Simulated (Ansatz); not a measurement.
The starting structures come from a database of crystals and need not be the phases stable at ambient conditions.

By PBEsol, the system below comes out a metal.

Without scattering a metal conducts by its projected Fermi surface.

Given:

```yaml
crystal:
  lattice:
    - [3.16181, 0.00000, 0.00000]
    - [-1.58091, 4.24111, 0.00000]
    - [0.00000, 0.00000, 3.09513]
  atoms:
    - { symbol: B, position: [0.56102, 0.12204, 0.25000] }
    - { symbol: B, position: [0.43898, 0.87796, 0.75000] }
    - { symbol: W, position: [0.85539, 0.71078, 0.25000] }
    - { symbol: W, position: [0.14461, 0.28922, 0.75000] }
```

Space group of this cell: Cmcm. The cell is taken as given; by PBEsol its mean pressure is -3.8 GPa.

The current flows along the normal of the first two printed cell vectors. No spin-orbit coupling; the value is a mean over 0.1 eV about the Fermi level.

Task: Estimate the ballistic conductance per area that PBEsol (Ansatz, a program for electronic structure) returns for this system.

Result: 1.2 × 10¹⁵ S/m² for both spins.
